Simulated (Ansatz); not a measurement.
SnTe (model structure, started from the wurtzite type, P6₃mc, No. 186, 4 atoms in the cell): properties by level of theory

```json
[
 {"level (code)": "PBE (Ansatz)", "lattice constant a (Å)": "5.425", "c axis length (Å)": "6.508", "cohesive energy (eV/atom)": "2.97", "band gap (eV)": "0.61"},
 {"level (code)": "PBE-D3(BJ) (Ansatz)", "lattice constant a (Å)": "5.418", "c axis length (Å)": "6.565", "cohesive energy (eV/atom)": "3.27", "band gap (eV)": "0.68"},
 {"level (code)": "r²SCAN (Ansatz)", "lattice constant a (Å)": "5.396", "c axis length (Å)": "6.484", "cohesive energy (eV/atom)": "2.88", "band gap (eV)": "0.61"}
]
```

Computed values are for a static lattice. Spin–orbit coupling is included only where a level's name says +SOC; with heavier elements it mostly lowers gaps and can invert bands.  Each level is taken at its own relaxed cell. Cutoffs differ between the levels. Ansatz's density-functional and Hartree–Fock values are scalar-relativistic unless marked +SOC, with PAW data made under PBE.

Caveats: a distance lies near a switch of the dispersion term, which can move the cell (PBE-D3(BJ)). Ansatz's density-functional and Hartree–Fock values are scalar-relativistic unless marked +SOC, with PAW data made under PBE.

A model structure was made by putting elements into a prototype or built by hand; it is no filed structure, need not be a known phase, and can be a saddle point held by its symmetry.

Ansatz is a program for electronic structure.
